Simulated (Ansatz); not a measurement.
Start from SnO2 in the rutile structure (space group P4_2/mnm, No. 136; a = 4.828 Å, c = 3.238 Å). Axes: x, y, z lie along a, b, c of the conventional cell.

The values are results of PBE/PAW in Ansatz (a first-principles code), without spin-orbit coupling, not measurements.

Base values:

* **Pressure**: 0.00 GPa
* **Gap character**: direct at Γ

It is then changed as follows: compressive biaxial strain of 3.00 % in the plane normal to [001], as in epitaxy on a mismatched substrate; the out-of-plane cell vector and the atoms relax.

Problem. How does this affect the pressure?

Solution. The pressure (mean of the normal stresses, compression positive) goes from zero to 5.84 GPa.

Problem. What happens to the gap character?

Solution. The gap character is still direct at Γ.

Problem. Predict the new ratio −ε⊥/ε∥.

Solution. The ratio −ε⊥/ε∥ amounts to 0.77.

No phonon test of stability was made.
